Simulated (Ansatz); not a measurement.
## SiC: pressure series

The parent structure is SiC (space group P6_3mc, No. 186).

```yaml
crystal:
  lattice:
    - [3.09412, 0.00000, 0.00000]
    - [-1.54706, 2.67959, 0.00000]
    - [0.00000, 0.00000, 10.12917]
  atoms:
    - { symbol: Si, position: [0.00000, 0.00000, 0.00031] }
    - { symbol: Si, position: [0.00000, 0.00000, 0.50031] }
    - { symbol: Si, position: [0.66667, 0.33333, 0.75025] }
    - { symbol: Si, position: [0.33333, 0.66667, 0.25025] }
    - { symbol: C, position: [0.00000, 0.00000, 0.81285] }
    - { symbol: C, position: [0.00000, 0.00000, 0.31285] }
    - { symbol: C, position: [0.66667, 0.33333, 0.56221] }
    - { symbol: C, position: [0.33333, 0.66667, 0.06221] }
```

Cell and atoms are relaxed at each pressure.

Calculations: Ansatz (a first-principles code), PBE, PAW, cutoff 420 eV, no spin-orbit coupling, earlier PAW set.

| variant | shortest interatomic distance | width of the top valence band | band gap |
|---|---|---|---|
| base | 1.893 Å | 2.43 eV | 2.22 eV |
| pressure −2 GPa | 1.899 Å | 2.41 eV | 2.22 eV |
| pressure −1 GPa | 1.896 Å | 2.42 eV | 2.22 eV |
| pressure 1.8 GPa | 1.888 Å | 2.44 eV | 2.23 eV |
| pressure 4.2 GPa | 1.881 Å | 2.46 eV | 2.23 eV |
| pressure 9 GPa | 1.869 Å | 2.49 eV | 2.23 eV |
| pressure 18 GPa | 1.848 Å | 2.54 eV | 2.24 eV |
| pressure 30 GPa | 1.823 Å | 2.59 eV | 2.24 eV |
| pressure 45 GPa | 1.797 Å | 2.66 eV | 2.24 eV |
| pressure 60 GPa | 1.775 Å | 2.71 eV | 2.25 eV |

Load acts through the strain it causes; cell and atoms are relaxed under it. Whether these cells are dynamically stable was not tested. No other phases were tried under pressure.
